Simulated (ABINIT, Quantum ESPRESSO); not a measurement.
An ABINIT input for a self-consistent single point of Mg2Sn (Fm-3m, 3 atoms in the cell) (DFT, PBE, plane waves, PAW (JTH v2.0 PBE PAW)):

```
# Mg2Sn, JTH v2.0 PBE PAW
pp_dirpath "./"
pseudos "Mg.GGA_PBE-JTH.xml, Sn.GGA_PBE-JTH.xml"
acell 3*1.0
rprim
        -0.0000000000    6.2904768600    6.2904768600
         6.2904768600   -0.0000000000    6.2904768600
         6.2904768600    6.2904768600   -0.0000000000
natom 3
ntypat 2
znucl 12 50
typat 1 1 2
xcart
         1.6643885000    1.6643885000    1.6643885000
         4.9931655000    4.9931655000    4.9931655000
         0.0000000000    0.0000000000    0.0000000000
      Angstrom
ecut 20 Ha
pawecutdg 40 Ha
occopt 7
tsmear 0.272 eV
nband 23
kptopt 1
ngkpt 6 6 6
nshiftk 1
shiftk 0 0 0
nstep 60
toldfe 1.0e-09
prtwf 0
prtden 0
```

Problem. Give the Quantum ESPRESSO input for the same structure, mesh, smearing and functional.

Solution. One input that does it (others would too):

```fortran
&control
    calculation = 'scf'
    prefix = 'mg2sn'
    outdir = './tmp/'
    pseudo_dir = './'
    tprnfor = .true.
    tstress = .true.
/
&system
    ibrav = 2
    A = 6.6575540000
    nat = 3
    ntyp = 2
    ecutwfc = 40
    ecutrho = 200
    occupations = 'smearing'
    smearing = 'gauss'
    degauss = 0.019992
/
&electrons
    conv_thr = 1.0d-9
    mixing_beta = 0.4
/
ATOMIC_SPECIES
Mg    24.3050  mg_pbe_v1.4.uspp.F.UPF
Sn   118.7100  sn_pbe_v1.4.uspp.F.UPF
ATOMIC_POSITIONS crystal
Mg    0.2500000000    0.2500000000    0.2500000000
Mg    0.7500000000    0.7500000000    0.7500000000
Sn    0.0000000000    0.0000000000    0.0000000000
K_POINTS automatic
6 6 6  0 0 0
```

Basis settings and potentials, where a program has them, do not carry over. This input uses DFT, PBE, plane waves, GBRV 1.5 ultrasoft (PBE) pseudopotentials.

The starting cell comes from a database of computed structures (which also holds hypothetical and non-ambient phases and stackings), without a prior relaxation at this level. Its lattice was rescaled by a random factor within 2.5 % of one.
